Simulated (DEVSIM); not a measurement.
Device: abrupt CdTe n-p junction, at 250 K.

Layer 1 from the left is CdTe, thickness (μm) 0.970, Nd (cm⁻³) 1.1e15, τn (s) 1.5e-8, τp (s) 1.5e-8. Layer 2 from the left is CdTe, thickness (μm) 110, Na (cm⁻³) 3e14, τn (s) 1.5e-8, τp (s) 1.5e-8.

Left contact: ohmic. Right contact: ohmic. Voltage is applied to the left contact. Recombination: SRH at mid-gap. Mobility is constant in doping.

Constants are typed, rounded textbook-type inputs, not results; the design itself was drawn at random and stands for no fabricated device. Values at 300 K; Nc and Nv go as T^1.5, mobilities as T to minus their exponent, the gap by Varshni's rule with the affinity fixed.

CdTe: gap (eV) 1.5, affinity (eV) 4.28, permittivity 10.2, Nc (cm⁻³) 8e17, Nv (cm⁻³) 1.8e19, μn (cm²/Vs) 1000, μp (cm²/Vs) 80, T exponent of μn 1.7, T exponent of μp 1.5, Varshni α (eV/K) 0.00031, Varshni β (K) 108.

Simulated with DEVSIM: 1D drift-diffusion, Boltzmann statistics, complete ionisation; no tunnelling, impact ionisation, image-force lowering or self-heating.

Task: What does the simulation give for the largest field in the device at zero bias, the potential step across the device at zero bias?

Result: largest field in the device at zero bias 9600 V/cm; potential step across the device at zero bias 1.147 V.
